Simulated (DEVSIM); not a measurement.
System: Schottky contact on n-type GaAs, at 350 K.

```csv
layer (left to right),material,thickness (μm),Nd (cm⁻³),τn (s),τp (s)
1,GaAs,0.450,1.1e16,3.2e-9,3.2e-9
```

Left contact: Schottky, work function 4.96 eV, emission velocity 2.1e6 cm/s. Right contact: ohmic. Voltage is applied to the left contact. Recombination: SRH at mid-gap, radiative, Auger. Mobility is μmin + (μ − μmin)/(1 + (N/Nref)^α).

This is a model device: material constants are rounded textbook-type values typed into the input, and sizes, dopings and lifetimes were drawn at random. Values at 300 K; Nc and Nv go as T^1.5, mobilities as T to minus their exponent, the gap by Varshni's rule with the affinity fixed.

```csv
parameter,GaAs
gap (eV),1.424
affinity (eV),4.07
permittivity,12.9
Nc (cm⁻³),4.7e17
Nv (cm⁻³),9e18
μn (cm²/Vs),8500
μp (cm²/Vs),400
"μn,min",500
"μp,min",20
"Nref,n",6e16
"Nref,p",1.5e17
αn,0.39
αp,0.38
T exponent of μn,2.1
T exponent of μp,2.2
B (cm³/s),2e-10
Cn (cm⁶/s),1e-30
Cp (cm⁶/s),1e-30
Varshni α (eV/K),0.000541
Varshni β (K),204
```

Model (solved in DEVSIM): 1D drift-diffusion, Boltzmann statistics, complete ionisation; no tunnelling, impact ionisation, image-force lowering or self-heating. Metal contacts follow the ideal Schottky-Mott rule: no Fermi-level pinning, no interface dipoles.

Base results: dark forward voltage at 100 A/cm² (V) 0.663; largest field in the device at zero bias (V/cm) 48000; potential step across the device at zero bias (V) 0.770; dark forward voltage at 1 A/cm² (V) 0.523.

**Question.** What follows from this one change: metal work function 4.96 → 5.16 eV?

**Answer.** dark forward voltage at 100 A/cm² 0.663 → 0.863 V; largest field in the device at zero bias 48000 → 54000 V/cm; potential step across the device at zero bias 0.770 → 0.970 V; dark forward voltage at 1 A/cm² 0.523 → 0.722 V.

**Question.** What follows from this one change: doping Nd of layer 1 1.1e+16 → 1.1e+15 cm^-3?

**Answer.** dark forward voltage at 100 A/cm² 0.663 → 0.670 V; largest field in the device at zero bias 48000 → 19000 V/cm; potential step across the device at zero bias 0.770 → 0.700 V; dark forward voltage at 1 A/cm² little changed (0.524 V).
